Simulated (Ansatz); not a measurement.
Defect calculation: Bi on the S site (Bi_S) in zinc-blende ZnS

Method: PBE, PAW (plane waves to 420 eV; Ansatz, a quantum-chemistry and plane-wave program). Cell: 64 sites, 2×2×2 repeats of a cell of 8 atoms; final energies on a 2×2×2 shifted mesh. Site at the start: the S site. Energies of charged states are corrected for periodic images (point charge plus alignment at distant sites). Dielectric constants: PBE linear response of the host. Host gap at this level: 2.01 eV. A cell of this size leaves errors of a few tenths of an eV. The semilocal functional narrows the gap, so deep levels can fall outside it. Spin–orbit coupling is left out, which matters for these heavy elements. Each state is the lowest found from its start.

Formation energies E_f are given with the Fermi level at the valence-band maximum. Chemical conditions: S-rich (Δμ(S) = 0.00 eV, Δμ(Bi) = -0.92 eV, bounded by Bi2S3 (Pnma); only phases computed here count, gases as isolated molecules at 0 K). Reference phases: Bi: rhombohedral Bi, S: S8 molecule in a box.

Charges with a result: +1, 0, −1. Others weren't obtained, and one of them could lie lower, also by skipping a charge.

```json
[
 {"charge": "+1†", "moment (μB)": "2.0", "largest move off a lattice site (Å)": "0.35", "image correction with alignment (eV)": "0.34", "E_f, S-rich (eV)": "–", "above the lowest spin state (eV)": "0.00"},
 {"charge": "+1†", "moment (μB)": "not spin-polarised", "largest move off a lattice site (Å)": "0.45", "image correction with alignment (eV)": "0.33", "E_f, S-rich (eV)": "–", "above the lowest spin state (eV)": "0.16"},
 {"charge": "0", "moment (μB)": "1.0", "largest move off a lattice site (Å)": "0.28", "image correction with alignment (eV)": "0.00", "E_f, S-rich (eV)": "4.82", "above the lowest spin state (eV)": "0.00"},
 {"charge": "−1", "moment (μB)": "not spin-polarised", "largest move off a lattice site (Å)": "0.19", "image correction with alignment (eV)": "0.01", "E_f, S-rich (eV)": "5.95", "above the lowest spin state (eV)": "0.00"}
]
```

† Not settled in this cell, so no level is given: charge +1: a level filled in part.

Transition levels above the valence-band maximum: ε(0/−1) = 1.13 eV. With a charge missing or unsettled, these needn't be thermodynamic levels.
